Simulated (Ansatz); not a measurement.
# A computed series for Ag2S: pressure series

Consider Ag$_{2}$S (space group Cmcm, No. 63; a = 4.653 Å, b = 6.935 Å, c = 7.209 Å; a cell from a computed database, its experimental status unchecked).

Cell and atoms are relaxed at each pressure.

Level of theory: PBEsol (Ansatz, a quantum-chemistry and plane-wave program; PAW; 420 eV plane waves; without spin-orbit coupling), earlier PAW set.

Task: Only one of these keeps a band gap. Which?
A) pressure 15 GPa
B) pressure −2 GPa
C) pressure 22.5 GPa

Result: B, pressure −2 GPa. Computed: pressure 15 GPa: zero; pressure −2 GPa: 0.57 eV; pressure 22.5 GPa: zero

The mesh was chosen for an insulator and is coarse for the gapless case. From pressure 15 GPa on, the axis ratios lie over 15 % from the base's, so the cell there is far from its starting form. Load acts through the strain it causes; cell and atoms are relaxed under it. No phonon test of stability was made. No other phases were tried under pressure. The base started in Cm and relaxed to Cmcm at this level. The final runs are not spin-polarised. This is not the structure that Ag2S has at room temperature and ambient pressure. A zero or small gap of Ag2S under pressure 15 GPa and Ag2S under pressure 22.5 GPa can be the functional's error rather than a property of the material.
